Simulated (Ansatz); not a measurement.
## WMo₃ (model structure, started from the A15 type, Pm-3n, No. 223, 8 atoms in the cell): bulk modulus B0 by level of theory

No measured value is used here.

```csv
level (code),value (GPa),cell (Å³/atom)
LDA (Ansatz),296,15.39
PBE (Ansatz),264,16.13
PBEsol (Ansatz),284,15.67
```

Density-functional levels without +SOC have no spin–orbit coupling. LDA, PBE, PBEsol: the run has no spin polarisation, so it can have missed a magnetic state. LDA, PBE, PBEsol: the bulk modulus is −V dP/dV from two relaxed cells at ±2 % in volume. Each level is taken at its own relaxed cell. Ansatz's density-functional and Hartree–Fock values are scalar-relativistic unless marked +SOC, with PAW data made under PBE.

A model structure was made by putting elements into a prototype or built by hand; it is no filed structure, need not be a known phase, and can be a saddle point held by its symmetry.

Ansatz is a first-principles code.
